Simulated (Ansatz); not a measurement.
End structure of C on the 1x1 (111) surface of fcc Rh, one in a 2x2 cell, started at the site 'hollow Rh-Rh-Rh over Rh at depth 2.2 Å':

```yaml
crystal:
  lattice:
    - [5.41644, 0.00000, 0.00000]
    - [-2.70822, 4.69077, 0.00000]
    - [0.00000, 0.00000, 26.00000]
  atoms:
    - { symbol: Rh, position: [0.16667, 0.33333, 0.37435] }
    - { symbol: Rh, position: [0.16667, 0.83333, 0.37435] }
    - { symbol: Rh, position: [0.66667, 0.33333, 0.37435] }
    - { symbol: Rh, position: [0.66667, 0.83333, 0.37435] }
    - { symbol: Rh, position: [0.33333, 0.16667, 0.45810] }
    - { symbol: Rh, position: [0.33333, 0.66667, 0.45810] }
    - { symbol: Rh, position: [0.83333, 0.16667, 0.45810] }
    - { symbol: Rh, position: [0.83333, 0.66667, 0.45810] }
    - { symbol: Rh, position: [0.00099, 0.99901, 0.54237] }
    - { symbol: Rh, position: [0.00099, 0.50198, 0.54237] }
    - { symbol: Rh, position: [0.49802, 0.99901, 0.54237] }
    - { symbol: Rh, position: [0.50000, 0.50000, 0.54144] }
    - { symbol: Rh, position: [0.15630, 0.32815, 0.62916] }
    - { symbol: Rh, position: [0.16667, 0.83333, 0.62497] }
    - { symbol: Rh, position: [0.67185, 0.32815, 0.62916] }
    - { symbol: Rh, position: [0.67185, 0.84370, 0.62916] }
    - { symbol: C, position: [0.50000, 0.50000, 0.66722] }
```

Model: 17-atom slab, 6.5 Å thick at the start under the adsorbate (thin: gaps and levels are the slab's own), 6x6x1 mesh, Fermi-Dirac 0.1 eV, dipole correction, 8 atoms held, the rest relaxed; symmetry of the start imposed; no spin, no spin-orbit, no U, no dispersion correction. At the end it is bonded to 3 Rh. In PBE it is, or lies within 0.03 eV of, the lowest of the starts that converged.

A negative adsorption energy means that the adsorbate is more stable on the surface than in its reference.

Task: Give the work function of the top face at the level PBE run with Ansatz (a first-principles code).

Result: 5.59 eV

Task: What is the computed change of the work function (PBE)?

Result: 0.44 eV

Task: Estimate the change of the step from the bottom to the top vacuum level, against the clean slab that PBE returns for this input.

Result: 0.46 eV

Task: What adsorption energy against an atom of graphite does PBE give?

Result: 0.58 eV
